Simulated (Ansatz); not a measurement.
Start from InSe in the beta-GaS type structure (space group P6_3/mmc, No. 194; a = 4.0166 Å, c = 16.9326 Å; layered, stacked along the Cartesian z axis).

The values are results of DFT with r2SCAN+rVV10, PAW potentials and a 500 eV plane-wave cutoff in Ansatz (a first-principles code), no spin-orbit coupling, not measurements.

Base values:

- Smallest direct gap = 0.85 eV
- Band gap = 0.85 eV

The change: a free-standing slab of 3 layers (12 atoms, 4 a layer) is cut normal to the stacking axis, with 15 Å of vacuum and the in-plane cell relaxed.

Question: What does the calculation give for the electron mass, smallest direct gap and band gap after the change?

Answer: The electron mass (in plane) is 0.16 mₑ (at Γ); the smallest direct gap grows by 0.454 eV, from 0.85 eV to 1.31 eV; the band gap rises by 0.44 eV, from 0.85 eV to 1.29 eV.

Masses are band curvatures over ±0.01 Å⁻¹ around the edge. Whether these cells are dynamically stable was not tested.
